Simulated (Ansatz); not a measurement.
An Ansatz (a program for electronic structure) run: InAgTe2; Ansatz PBEsol, no spin-orbit coupling.

Input:

Ansatz 0.2 input:
```yaml
crystal:
  lattice:
    - [-3.2159677271, 3.2159677271, 6.3829230367]
    - [3.2159677271, -3.2159677271, 6.3829230367]
    - [3.2159677271, 3.2159677271, -6.3829230367]
  atoms:
    - { symbol: In, position: [0.5, 0.5, 0] }
    - { symbol: In, position: [0.25, 0.75, 0.5] }
    - { symbol: Te, position: [0.375, 0.3662422415, 0.4912422415] }
    - { symbol: Te, position: [0.6337577585, 0.125, 0.0087577585] }
    - { symbol: Te, position: [0.875, 0.8837577585, 0.5087577585] }
    - { symbol: Te, position: [0.1162422415, 0.625, 0.9912422415] }
    - { symbol: Ag, position: [0, 0, 0] }
    - { symbol: Ag, position: [0.75, 0.25, 0.5] }
basis: { ecutwfc: 420, ecutrho_ratio: 4, xc_grid: 2, fft_grid_basis: typed }
kpoints: { mp_grid: { grid: [7, 7, 7] } }
hamiltonian:
  xc: pbesol
  dispersion: none
  pseudopotentials: { kind: paw }
scf: { occupations: { method: fermi_dirac, width: 0.05 }, convergence: { dr2_threshold: 0.0000000008 } }
output: { forces: true, stress: true }
checkpoint: { write: state.ck, write_every: 1000 }
```

Output (explanatory and most iteration lines left out):

```
Pseudopotential: In, paw, valence charge 13
Pseudopotential: Te, paw, valence charge 16
Pseudopotential: Ag, paw, valence charge 19
Crystal: 8 atoms, lattice volume = 264.060 Å³
Basis set: ecut = 420 eV, 5117 PW (Γ), exchange–correlation on 108×108×108 points (8 copies of the dense FFT grid, shifted against one another)
Bands: 72, of which v1, the nominal top of the filled ones, is band 64 counted from 1 (63 counted from 0)
Symmetry: 8 space group operations
Space group: I-42d (ITA 122), of the structure as read, at distance tolerance 6.4e-5 Å
k-points: 40 of 343 (time reversal used)
Functional: x = pbesol(κ = 0.804, μ = 0.12345679012345678), c = pbesol(β = 0.046)
SCF iter   1: F=—  HF=-53703.141655 eV  |F-HF|=—  |Δ(HF+E_count)|=         —  Δρ=4.03e-3  dr2=4.49e-2  ethr=1.77e-3  ⟨swp⟩=6.2  Hψ=10940  notcnv=0
SCF iter   2: F=—  HF=-53703.129809 eV  |F-HF|=—  |Δ(HF+E_count)|=   1.18e-2  Δρ=1.37e-3  dr2=5.93e-3  ethr=3.51e-5  ⟨swp⟩=2.0  Hψ=5512  notcnv=0  defer=80
SCF 1 converged in 9 iterations: F = -53703.129583 eV  dr2 = 2.95e-10
SCF converged after 9 iterations
Free energy (F): -53703.129583 eV
Internal energy: -53703.128639 eV  (E = F + TS)
E sigma→0 (E₀):  -53703.129111 eV
Entropy (-TS):   -0.000944 eV (-0.118 meV/atom)
Fermi energy:    7.745710 eV
--- Forces (eV/Å), atoms counted from 1 ---
  atom   1  In     0.00000000     0.00000000     0.00000000
  atom   2  In     0.00000000    -0.00000000    -0.00000000
  atom   3  Te     0.00174613    -0.00000000     0.00000000
  atom   4  Te     0.00000000    -0.00174613     0.00000000
  atom   5  Te    -0.00174613     0.00000000    -0.00000000
  atom   6  Te    -0.00000000     0.00174613     0.00000000
  atom   7  Ag     0.00000000    -0.00000000     0.00000000
  atom   8  Ag     0.00000000    -0.00000000    -0.00000000
--- Stress (GPa, compression-positive) ---
       -0.008102      -0.000000       0.000000
       -0.000000      -0.008102       0.000000
        0.000000      -0.000000       0.001540
  P = ⅓ Tr σ = -0.0049 GPa (-0.049 kbar)
```

With Te present, leaving out spin-orbit coupling can change the band edges. Whether these cells are dynamically stable was not tested. The cell is InAgTe2 in the chalcopyrite structure (space group I-42d, No. 122).
